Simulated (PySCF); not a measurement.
PySCF 2.14.0, B3LYP/def2-svp, df: Sr(F)(OMe)(OH2)2 (C[O][Sr](<-[OH2])(<-[OH2])[F]), 13 atoms. The geometry is a generated start, not checked to be a minimum at this level.

```
Item                                                 Value
-------------------------  -------------------------------
task                                                energy
method                                               b3lyp
basis                                             def2-svp
two-electron scheme                        density fitting
mol.max_memory                                     3000 MB
mf.max_cycle                                           100
mf.diis_space                                  8 (default)
mf.conv_tol                                1e-09 (default)
mf.grids.level                                 3 (default)
effective core potentials  those of the basis set, past Kr
basis functions                                        128
grid points                                         161192
```

```xyz
13

Sr     0.9510     0.9612     1.0360
F      1.6063     1.9619    -0.5541
O      0.1272    -0.7975    -0.0004
C      0.6556    -1.4866    -1.0853
H      1.4195    -2.2109    -0.7706
H     -0.1520    -2.0429    -1.5790
H      1.1061    -0.8018    -1.8201
O     -1.0609     1.5922    -0.2680
H     -0.8648     0.6572    -0.5099
H     -0.5245     2.0884    -0.9067
O     -0.8067     0.1781     2.3856
H     -0.7421    -0.5801     1.7856
H     -1.7149     0.4807     2.2870
```

With the defaults (mf.DIIS = CDIIS, mf.diis = true, mf.damp = 0, mf.diis_start_cycle = 1, mf.init_guess = minao, mf.level_shift = 0) it converges in 15 Fock builds. One run each on 2 threads, 1 BLAS thread, with these changes:
- mf.DIIS = ADIIS
- mf.damp = 0.7, mf.diis_start_cycle = 8
- mf.damp = 0.3, mf.diis_start_cycle = 4
- mf.diis = false
- mf.DIIS = EDIIS
- mf.diis = false, mf.damp = 0.7, mf.diis_start_cycle = 999
- mf.init_guess = mod_huckel
- mf.init_guess = 1e
- mf.level_shift = 0.3 Hartree

**Question.** Name the settings that don't reach the solution of the defaults.

**Answer.** No convergence: mf.DIIS = EDIIS; mf.diis = false (the run ends without SCF convergence in 100 cycles). The rest reach the solution of the defaults.

| setting | Fock builds | end |
|---|---|---|
| mf.init_guess = mod_huckel | 14 | same solution |
| the defaults | 15 | same solution |
| mf.damp = 0.7, mf.diis_start_cycle = 8 | 16 | same solution |
| mf.level_shift = 0.3 Hartree | 18 | same solution |
| mf.damp = 0.3, mf.diis_start_cycle = 4 | 18 | same solution |
| mf.init_guess = 1e | 19 | same solution |
| mf.DIIS = ADIIS | 20 | same solution |
| mf.diis = false, mf.damp = 0.7, mf.diis_start_cycle = 999 | 28 | same solution |
| mf.DIIS = EDIIS | 101 | no convergence |
| mf.diis = false | 101 | no convergence |
